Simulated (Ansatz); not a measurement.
## TiB2: response to strain

Base system: TiB2 (space group P6/mmm, No. 191; a = 3.0324 Å, c = 3.2238 Å; relaxed with 0.1 eV smearing). Axes: x lies along a and z along c of the hexagonal cell.

Strains are applied to the cell and any free atomic positions relax; under biaxial strain the out-of-plane vector relaxes too.

Computed with PBE in Ansatz (plane waves to 420 eV, PAW, no spin-orbit coupling).

```json
[
 {"biaxial strain, plane normal [001], relaxed out of plane (%)": "0", "out-of-plane strain (%)": "0.00"},
 {"biaxial strain, plane normal [001], relaxed out of plane (%)": "0.5", "out-of-plane strain (%)": "-0.22"},
 {"biaxial strain, plane normal [001], relaxed out of plane (%)": "1", "out-of-plane strain (%)": "-0.44"},
 {"biaxial strain, plane normal [001], relaxed out of plane (%)": "1.5", "out-of-plane strain (%)": "-0.66"},
 {"biaxial strain, plane normal [001], relaxed out of plane (%)": "2", "out-of-plane strain (%)": "?"},
 {"biaxial strain, plane normal [001], relaxed out of plane (%)": "2.5", "out-of-plane strain (%)": "-1.09"},
 {"biaxial strain, plane normal [001], relaxed out of plane (%)": "3", "out-of-plane strain (%)": "-1.30"}
]
```

Problem. Fit ε⊥ = −νε + γε² (strains in %) to the rows shown and predict the withheld row.

Solution. Least squares on the printed values gives ν = 0.44 (the biaxial Poisson response) and γ = 0.004 (largest residual 0.00 %); this predicts -0.87 %, and the run gives -0.88 %, in agreement.

Whether these cells are dynamically stable was not tested. All final runs are without spin polarisation.

Ansatz is a program for electronic structure.
